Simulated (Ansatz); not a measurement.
Os under a change: pressure 15 GPa

Consider Os in the hcp (Mg type) structure (space group P6_3/mmc, No. 194; a = 2.7295 Å, c = 4.3066 Å).

One thing is altered: a hydrostatic pressure of 15 GPa.

Level of theory: PBEsol/PAW in Ansatz (a quantum-chemistry and plane-wave program), spin-orbit coupling left out, earlier PAW set. Settings: 19×19×11 k-points, 0.05 eV Fermi–Dirac smearing.

The volume per atom drops by 0.44 Å³ (13.89 Å³ → 13.45 Å³) and the density goes up by 0.74 g/cm³ to 23.48 g/cm³. The lattice parameter a falls by 0.030 Å (2.729 Å → 2.699 Å) and the c/a ratio increases by 0.002 (1.578 → 1.580). The shortest interatomic distance decreases by 0.027 Å, from 2.668 Å to 2.641 Å and the enthalpy H = E + PV relative to the base's energy amounts to +1.28 eV/atom. The band gap remains zero.

Final structure:

```
Os
1.0
    2.69909     0.00000     0.00000
   -1.34955     2.33748     0.00000
    0.00000     0.00000     4.26479
Os
2
Direct
  0.33333   0.66667   0.75000
  0.66667   0.33333   0.25000
```

Cost of the whole job for the changed cell (relaxation, final SCF and bands): about 80 core-seconds (a rough figure).

Load acts through the strain it causes; cell and atoms are relaxed under it. Stability against distortions was not tested. Competing high-pressure phases were not computed. All final runs are without spin polarisation.
